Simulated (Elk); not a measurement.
Band structure of La₃Al (Pm-3m, 4 atoms in the cell).

```
CELL_PARAMETERS angstrom
      4.97745     0.00000     0.00000
      0.00000     4.97745     0.00000
      0.00000     0.00000     4.97745
ATOMIC_POSITIONS crystal
  La 0.00000 0.50000 0.50000
  La 0.50000 0.00000 0.50000
  La 0.50000 0.50000 0.00000
  Al 0.00000 0.00000 0.00000
```

Computed with PBEsol, all-electron FP-LAPW, Elk's shipped species files, APW+lo basis with extra local orbitals (Elk).

Settings: xctype = 22; rgkmax = 8; stype = 0; swidth = 0.00734986 Ha; ngridk = 9 9 9; gmaxvr = 14 1/bohr; nxlo = 2; lorbcnd = true; lmaxi = 3.

The starting cell comes from a database of computed structures (which also holds hypothetical and non-ambient phases and stackings), without a prior relaxation at this level. Values depend on the basis (sphere radii, cutoffs, local orbitals), which need not be converged.

Levels in eV from the Fermi level, bands 18 to 25:
| point | 18 | 19 | 20 | 21 | 22 | 23 | 24 | 25 |
|---|---|---|---|---|---|---|---|---|
| Γ | -1.09 | -1.09 | -1.00 | -1.00 | -1.00 | 0.84 | 0.84 | 0.84 |
| X | -1.19 | -0.69 | -0.69 | -0.57 | 0.54 | 0.90 | 1.19 | 1.29 |
| M | -1.23 | -1.23 | 0.00 | 0.00 | 0.34 | 0.82 | 1.11 | 1.11 |
| R | -1.16 | -1.16 | 0.38 | 0.38 | 0.38 | 1.32 | 1.50 | 1.50 |

Bands cross the Fermi level along this path, so the cell is metallic at this level.
